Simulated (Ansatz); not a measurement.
The parent structure is LiH in the rock salt structure (space group Fm-3m, No. 225).

```
LiH
1.0
    0.00000     2.00356     2.00356
    2.00356     0.00000     2.00356
    2.00356     2.00356     0.00000
H Li
1 1
Direct
  0.00000   0.00000   0.00000
  0.50000   0.50000   0.50000
```

Method: plane-wave PAW DFT at the PBE level (Ansatz, a quantum-chemistry and plane-wave program, 420 eV), spin-orbit coupling left out.

For the base:

| Quantity | Result |
|---|---|
| Electron mass | 0.12 mₑ along k, 1.0 mₑ across (at X) |
| Band gap | 2.98 eV |
| Pressure | 0.00 GPa |

Perturbation: every lattice vector is stretched by 3.85 %, atoms relaxed at fixed cell.

Q: Predict the new energy relative to the base.

A: The energy rises by 11 meV/atom.

Q: Estimate the effect on the electron mass.

A: The electron mass goes from 0.12 mₑ along k, 1.0 mₑ across (at X) to 0.13 mₑ along k, 1.0 mₑ across (at X).

Q: What does the calculation give for the band gap after the change?

A: The band gap grows by 0.073 eV to 3.06 eV.

Q: Estimate the effect on the pressure.

A: The pressure goes from zero to -3.41 GPa.

The cells carry an imposed strain or load. Effective masses come from finite differences of ±0.01 Å⁻¹. Along k means along the line from Γ to the band edge. No phonon test of stability was made.
